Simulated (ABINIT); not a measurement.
Equation of state of rutile-structure ZnF2 (space group 136): energy against volume (ABINIT, LDA)

```yaml
crystal:
  lattice:
    - [4.51720, 0.00000, 0.00000]
    - [0.00000, 4.51720, 0.00000]
    - [0.00000, 0.00000, 3.00827]
  atoms:
    - { symbol: Zn, position: [0.00000, 0.00000, 0.00000] }
    - { symbol: Zn, position: [0.50000, 0.50000, 0.50000] }
    - { symbol: F, position: [0.30300, 0.30300, 0.00000] }
    - { symbol: F, position: [0.80300, 0.19700, 0.50000] }
    - { symbol: F, position: [0.19700, 0.80300, 0.50000] }
    - { symbol: F, position: [0.69700, 0.69700, 0.00000] }
```

Method: LDA (PW92), norm-conserving pseudopotentials (PseudoDojo nc-sr-04 LDA standard) (plane waves; ABINIT 10.0.3). Settings: pseudos = [Zn.upf, F.upf]; ecut = 1497 eV; ixc = 7; occopt = 3; tsmear = 0.01 eV; ngkpt = 5 5 8; nshiftk = 1; shiftk = 0 0 0; potentials = PseudoDojo nc-sr-04 LDA standard; nband = 43; kptopt = 1; nstep = 50; tolvrs = 1e-12. The cell above is the first row's. The rows scale it uniformly. In all rows fractional positions and the k mesh are held. E is the free energy at the stated smearing, counted from the lowest row.

```csv
V (Å^3/atom),E (meV/atom)
10.2307,24.46
10.4531,11.50
10.6755,3.52
10.8979,0.00
11.1203,0.45
11.3427,4.45
11.5651,11.61
11.7875,21.60
12.0099,?
```

The 8 complete rows are fitted with the third-order Birch-Murnaghan form, a cubic in V^(-2/3), E against V. With u = V^(-2/3) - 0.202, the rows have u = 0.010192, 0.007172, 0.004257, 0.001441, -0.001281, -0.003913, -0.006461, -0.008928. Least squares gives E = -0.231 - 207.03·u + 254108·u² + 383202·u³. Residuals (row less fit): -0.001, 0.004, -0.002, 0.001, 0.000, 0.003, -0.001, 0.001; standard error 0.003 (degrees of freedom: 4). Its minimum lies at u = 0.000407, so V0 = (0.202407)^(-3/2) = 10.98. There d²E/du² = 509200 and d³E/du³ = 2299000, so B0 = (4/9) × 10.98^(-7/3) × 509200 × 0.160218 = 135 GPa (the last factor turns the table's units into GPa), and B0' = 4 + (2/3) × 0.202407 × (2299000)/509200 = 4.6. The program's pressures in the fitted runs (not shown) pass through zero at V = 10.98, 0.00 % from this V0.

Predict the withheld E at V = 12.0099 from the fit, and compare with the calculation.

u = -0.011319, so E = -0.231 - 207.03 × (-0.011319) + 254108 × (-0.011319)² + 383202 × (-0.011319)³ = 34.113 meV/atom. The calculation gives 34.11 meV/atom, which the fit meets to the printed digits. The row lies outside the fitted rows, so this is an extrapolation. From the scatter of the fitted rows alone, a prediction at this place has a standard error of 0.007 meV/atom, so the miss is 0.5 times that.

Carrying the step between the two nearest rows on in a straight line would have given 31.59, off by 2.52; series whose last step already gives the withheld value aren't shown. The scan was laid around a cell of about the measured size, scaled by a guess for this functional; axis ratios and inner coordinates come from that cell. The runs keep the symmetry of the cell, so they don't test it for distortions. The shape of the cell and the inner coordinates aren't relaxed, so V0 and B0 belong to this uniform scaling; a relaxed crystal lies no higher in energy and is usually softer (forces reach 0.15 eV/Å in these rows). Cutoffs and mesh are single choices, not tested for convergence of this quantity. Series with a scatter that would blur these digits, or in which a gap closes, are not shown. Nor are scans whose minimum lies at an end fitted in this form.
